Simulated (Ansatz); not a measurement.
The starting structures come from a database of crystals and need not be the phases stable at ambient conditions.

By PBEsol, the system below comes out a metal.

The ballistic (Sharvin) conductance counts the channels at the Fermi level: G/A = (e²/h) × channels of both spins per area.

Input:

```
CELL_PARAMETERS angstrom
      3.27188     0.00000     0.00000
      0.00000     3.27188     0.00000
      0.00000     0.00000     3.27188
ATOMIC_POSITIONS crystal
  In 0.00000 0.00000 0.00000
  Pd 0.50000 0.50000 0.50000
```

The cell is taken as given; by PBEsol it stands under a pressure of -2.9 GPa.

The current flows along the normal of the first two printed cell vectors, the (001) plane of the conventional cell. No spin-orbit coupling; the value is a mean over 0.1 eV about the Fermi level.

Question: Estimate the ballistic conductance per area that PBEsol in Ansatz (a first-principles code) returns for this system.

Answer: 0.84 × 10¹⁵ S/m² for both spins.
